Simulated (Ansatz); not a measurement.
System: cubic perovskite CsSnI₃ (cubic high-temperature phase). Method: r²SCAN+SOC (Ansatz, an electronic-structure program, plane waves, PAW).

Run with plane-wave cutoff 560 eV, 6×6×6 k mesh, Fermi–Dirac smearing 0.01 eV, PAW data made under PBE.

Cell (relaxed at this level):

```
CsSnI3
1.0
    6.22584     0.00000     0.00000
    0.00000     6.22584     0.00000
    0.00000     0.00000     6.22584
Cs Sn I
1 1 3
Cartesian
  0.00000   0.00000   0.00000
  3.11292   3.11292   3.11292
  3.11292   0.00000   3.11292
  0.00000   3.11292   3.11292
  3.11292   3.11292   0.00000
```

Task: Estimate the bulk modulus, band gap and Γ–Γ gap that the calculation returns.

Result: 
- bulk modulus: 17.0 GPa
- band gap: 0.08 eV (direct)
- Γ–Γ gap: 4.66 eV

Note: the relaxation could not lower the start's symmetry, so the cell can be a saddle point above a distorted one.

The computed numbers hold no vibrational or temperature effects.

The result took around 60 core-minutes (rough).
